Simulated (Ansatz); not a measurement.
Consider VN in the rock salt structure (space group Fm-3m, No. 225; a = 4.075 Å; relaxed with 0.1 eV smearing). Axes: x, y, z lie along the cube axes.

Computed with plane-wave PAW DFT at the PBEsol level (Ansatz, a quantum-chemistry and plane-wave program, 420 eV), no SOC, earlier PAW set.

It is then changed as follows: uniaxial strain ε_yy = +5.19 %, all other strain components held at zero, atoms relaxed at fixed cell.

Problem. How does this affect the stress?

Solution. The stress (xx, yy, zz, yz, xz, xy; compression positive) comes out as (-8.0, -25.6, -8.0, 0.0, 0.0, 0.0) GPa.

Problem. Predict the new energy relative to the base.

Solution. The energy rises by 39 meV/atom.

Whether these cells are dynamically stable was not tested. Seeded moments were not kept for the base. The final runs are not spin-polarised.
